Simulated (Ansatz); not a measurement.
Consider BeSe in the zinc blende structure (space group F-43m, No. 216; a = 5.129 Å).

All numbers come from PBEsol in Ansatz (plane waves to 420 eV, PAW, without spin-orbit coupling).

Base values:

- Gap character = indirect, Γ → X
- Volume per atom = 16.86 Å³
- Hole mass = 0.23, 0.46, 0.46 mₑ (at Γ)
- Band gap = 2.47 eV
- Electron mass = 0.84 mₑ along k, 0.26 mₑ across (at X)

The change: hydrostatic tension (pressure −1 GPa).

Question: Predict the new gap character.

Answer: The gap character stays indirect, Γ → X.

Question: How does this affect the volume per atom?

Answer: The volume per atom increases by 0.22 Å³, from 16.86 Å³ to 17.08 Å³.

Question: How does this affect the hole mass?

Answer: The hole mass (degenerate bands, along [100]) changes from 0.23, 0.46, 0.46 mₑ (at Γ) to 0.23, 0.47, 0.47 mₑ (at Γ).

Question: What happens to the band gap?

Answer: The band gap rises by 0.028 eV, from 2.47 eV to 2.49 eV.

Question: How does this affect the electron mass?

Answer: The electron mass becomes 0.82 mₑ along k, 0.26 mₑ across (at X) (base: 0.84 mₑ along k, 0.26 mₑ across (at X)).

Load acts through the strain it causes; cell and atoms are relaxed under it. Effective masses come from finite differences of ±0.01 Å⁻¹. Along k means along the line from Γ to the band edge. Stability against distortions was not tested.

Ansatz is an electronic-structure program.
